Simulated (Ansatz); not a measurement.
Data:

```
ZnS
1.0
    3.08590     0.00000     0.00000
   -1.54295     2.67247     0.00000
    0.00000     0.00000     5.87019
Zn S
2 2
Cartesian
  1.54295   0.89082   5.75295
  0.00000   1.78165   2.81785
  1.54295   0.89082   3.78729
  0.00000   1.78165   0.85219
```

No spin polarisation.

The values are results of r2SCAN/PAW in Ansatz (a program for electronic structure), without spin-orbit coupling, not measurements. k-mesh 10×10×6 (Γ-centred); smearing 0.05 eV (Fermi–Dirac).

Problem. Predict the band gap, gap character and valence-band top at Γ.

Solution. The band gap is 0.73 eV. The gap character is indirect, Γ → K and the valence-band top at Γ (three highest levels, from the VBM) is 0.00, 0.00, -1.58 eV.

Load acts through the strain it causes; cell and atoms are relaxed under it. No phonon test of stability was made. Tetrahedral semiconductors of this kind turn to denser phases somewhere between about 1 and 50 GPa; those were not computed, so compressed cells here can lie past the real transition. The cell was made from ZnS in the wurtzite structure (space group P6_3mc, No. 186) by this change: pressure 100 GPa.
